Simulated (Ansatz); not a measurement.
Data:

```
CELL_PARAMETERS angstrom
      0.00000     2.17840     2.17840
      2.17840     0.00000     2.17840
      2.17840     2.17840     0.00000
ATOMIC_POSITIONS crystal
  Si 0.25000 0.25000 0.25000
  C  0.00000 0.00000 0.00000
```

Computed with HSE06, rigid bands (plane waves, PAW, scalar-relativistic; Ansatz, a quantum-chemistry and plane-wave program). Geometry: cell and atoms relaxed with PBEsol.

Problem. Predict the electron conductivity mass (n e² τ/σ) at 300 K, by direction if it differs.

Solution. 0.29 mₑ.

Problem. Predict the hole conductivity mass (n e² τ/σ) at 300 K, by direction if it differs.

Solution. 0.64 mₑ.

Problem. And the band gap?

Solution. 2.23 eV at this level.

Rigid bands, one relaxation time for all states, no polarons. Spin-orbit coupling is left out; where it splits the top of the valence band it changes the hole mass and lowers the gap by about a third of the splitting. Geometry: cell and atoms relaxed with PBEsol.
